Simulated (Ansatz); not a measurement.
Take SnO in the litharge type structure (space group P4/nmm, No. 129; a = 3.770 Å, c = 4.560 Å; layered, stacked along the Cartesian z axis) as the base.

It is then changed as follows: a free-standing slab of 1 layer (4 atoms, 4 a layer) is cut normal to the stacking axis, with 15 Å of vacuum and the in-plane cell relaxed.

Levels (all Ansatz, a quantum-chemistry and plane-wave program, PAW): PBEsol-D3(BJ) (420 eV, without spin-orbit coupling); PBEsol+SOC (420 eV, noncollinear with spin-orbit coupling).

The geometry is relaxed with PBEsol-D3(BJ).

| Quantity | Result |
|---|---|
| PBEsol-D3(BJ) smallest direct gap | 3.25 eV |
| PBEsol-D3(BJ) gap character | indirect, M–Γ (60 % along) → M–Γ (27 % along) |
| PBEsol-D3(BJ) band gap | 3.01 eV |

**Question.** How does going to PBEsol+SOC change the smallest direct gap, gap character and band gap?

**Answer.** The smallest direct gap shrinks by 0.01 eV, from 3.25 eV to 3.24 eV; the gap character is still indirect, M–Γ (60 % along) → M–Γ (27 % along); the band gap stays essentially unchanged (3.01 eV against 3.00 eV).

Single points use the geometry relaxed with PBEsol-D3(BJ). Differences between runs with and without spin-orbit coupling are approximate. Whether these cells are dynamically stable was not tested. The runs without spin-orbit coupling are not spin-polarised. A zero or small gap of SnO can be the functional's error rather than a property of the material.
